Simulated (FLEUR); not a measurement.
Worked example: self-consistent single point of KMg6Cd (Amm2, 8 atoms in the cell) in FLEUR.

Level of theory: PBEsol, all-electron FLAPW (FLEUR), scalar-relativistic valence.

The change in words: lattice scaled by 0.98. Reference geometry:
```
CELL_PARAMETERS angstrom
      5.28674     0.00000     0.00000
      0.00000     3.36043     5.74281
      0.00000    -3.36043     5.74281
ATOMIC_POSITIONS crystal
  K  0.00000 0.83158 0.83158
  Mg 0.00000 0.33561 0.82843
  Mg 0.00000 0.82843 0.33561
  Mg 0.00000 0.33673 0.33673
  Mg 0.50000 0.18714 0.65690
  Mg 0.50000 0.65690 0.18714
  Mg 0.50000 0.16693 0.16693
  Cd 0.50000 0.65669 0.65669
```

Reference input (self-consistent single point, DFT, PBEsol, all-electron FLAPW (FLEUR), scalar-relativistic valence): Kmax = 3.8 1/bohr; GmaxXC = 13.3 1/bohr; xcFunctional = PBEs; jspins = 1; l_soc = F; mode = gauss; fermiSmearingEnergy = 0.00183747 Htr; mesh (inpgen div1-3) = 4 3 3; inpgen gamma flag = true; Gmax = 13.3 1/bohr; numbands = 0; maxIterBroyd = 15. This run's input differs from it in these lines:

```diff
@@ -3,5 +3,5 @@
 &input film=f /
-9.9904906921 0.0000000000 0.0000000000
-0.0000000000 6.3502866918 10.8523305269
-0.0000000000 -6.3502866918 10.8523305269
+9.7906805003 0.0000000000 0.0000000000
+0.0000000000 6.2232800887 10.6352841431
+0.0000000000 -6.2232800887 10.6352841431
 1.0
@@ -50,5 +50,5 @@
          <bravaisMatrix>
-            <row-1>    9.9904906920999998     0.0000000000000000     0.0000000000000000</row-1>
-            <row-2>    0.0000000000000000     6.3502866918000000    10.8523305268999994</row-2>
-            <row-3>    0.0000000000000000    -6.3502866918000000    10.8523305268999994</row-3>
+            <row-1>    9.7906805003000006     0.0000000000000000     0.0000000000000000</row-1>
+            <row-2>    0.0000000000000000     6.2232800887000002    10.6352841430999998</row-2>
+            <row-3>    0.0000000000000000    -6.2232800887000002    10.6352841430999998</row-3>
          </bravaisMatrix>
```

Output (repeated stretches shortened):

```
 Iteration:     1   Distance:       3.28356922 me/bohr^3
 Iteration:     2   Distance:       2.96973186 me/bohr^3
 Iteration:     3   Distance:       1.62633879 me/bohr^3
 Iteration:     4   Distance:       0.54968192 me/bohr^3
 Iteration:     5   Distance:       0.35426436 me/bohr^3
   [... 9 lines left out ...]
 Iteration:    15   Distance:       0.00007204 me/bohr^3
 Iteration:    16   Distance:       0.00006500 me/bohr^3
 Iteration:    17   Distance:       0.00003415 me/bohr^3
 Iteration:    18   Distance:       0.00000765 me/bohr^3
 Reset of history
 Run finished successfully
 Stop message:
   Structural relaxation: new displacements generated

[file out, last iteration]
             iter=     19
[...]
          total density-effective poten   -1.2011592964E+04
          total charge density-energy d   -2.8074864163E+02
 Updated energy parameters for spin:           1
[...]
 fermi energy and band-weighting factors:
    0.479881    0.482230

[...]
FERMIE:
          first approx. to ef    (T=0)  :   0.150882 htr   (energy of the highest occ. eigenvalue)
          number of occ. states  (T=0)  :        526
          first approx. to seigv (T=0)  :-101.164558 htr
          sum of weights of occ. states :  43.583333
          sum of semicore charge        :   0.000000 e
          fermi energy=   0.15013 har   work function=  -4.08526 ev
   [... lines left out ...]
          total moment                 =     0.00000
 Direct bandgap for spin            1 :    2.8773595784169492E-003  Htr
 ---->    free energy=                     -7394.1336661998 htr
   [... lines left out ...]
 TOTAL FORCE FOR ATOM TYPE=  4  X=  4.895   Y=  3.300   Z= -1.659
                       FX_TOT= 0.000000 FY_TOT=-0.002301 FZ_TOT=-0.000187
 TOTAL FORCE FOR ATOM TYPE=  5  X=  4.895   Y=  0.000   Z=  3.551
                       FX_TOT= 0.000000 FY_TOT= 0.000000 FZ_TOT=-0.000681
 TOTAL FORCE FOR ATOM TYPE=  6  X=  4.895   Y=  0.000   Z= -7.302
                       FX_TOT= 0.000000 FY_TOT= 0.000000 FZ_TOT= 0.000932
```

The run converged in 18 iterations. FLEUR gives forces in its relaxation mode, with a further iteration, so its stop message speaks of a relaxation. 

The starting cell comes from a database of computed structures (which also holds hypothetical and non-ambient phases and stackings), without a prior relaxation at this level. Its lattice was rescaled by a random factor within 2.5 % of one. For this run, on top of that: lattice scaled by 0.98. Values depend on the basis (sphere radii, cutoffs, local orbitals), which need not be converged. The log's line on a gap gives a spacing of levels on this mesh, which the program prints for metals too.

These are the values that this program gave, and no reference: the default basis lacks the next d shell.

Cost on one core of a shared machine: roughly 6 min.
